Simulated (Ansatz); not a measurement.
**ZnS with two functionals, pressure 1.8 GPa**

Take ZnS in the wurtzite structure (space group P6_3mc, No. 186; a = 3.845 Å, c = 6.306 Å) as the base.

(Cell as relaxed with PBE.)

Levels (all Ansatz, an electronic-structure program, PAW, earlier PAW set): PBE (420 eV, scalar-relativistic without spin-orbit coupling); PBEsol (420 eV, no spin-orbit coupling).

Each level relaxes its own structure.

```tsv
base	PBE	PBEsol
volume per atom	20.19 Å³	19.23 Å³
lattice parameter a	3.845 Å	3.782 Å
band gap	2.07 eV	2.15 eV
```

Perturbation: a hydrostatic pressure of 1.8 GPa.

```csv
quantity,PBE,PBEsol
band gap,2.18 eV,[?]
"valence-band top at Γ (three highest levels, from the VBM)","0.00, 0.00, -0.08 eV",[?]
volume per atom,19.69 Å³,[?]
```

Question: What does PBEsol give?

Answer: 
- band gap, PBEsol: 2.24 eV
- valence-band top at Γ (three highest levels, from the VBM), PBEsol: 0.00, 0.00, -0.10 eV
- volume per atom, PBEsol: 18.81 Å³

PBE's band gap lies 0.06 eV below PBEsol's; PBE's volume per atom lies 0.88 Å³ above PBEsol's (4.7 %). Neither level is exact; PBEsol is the comparison here, not a measurement.

Load acts through the strain it causes; cell and atoms are relaxed under it. Stability against distortions was not tested.
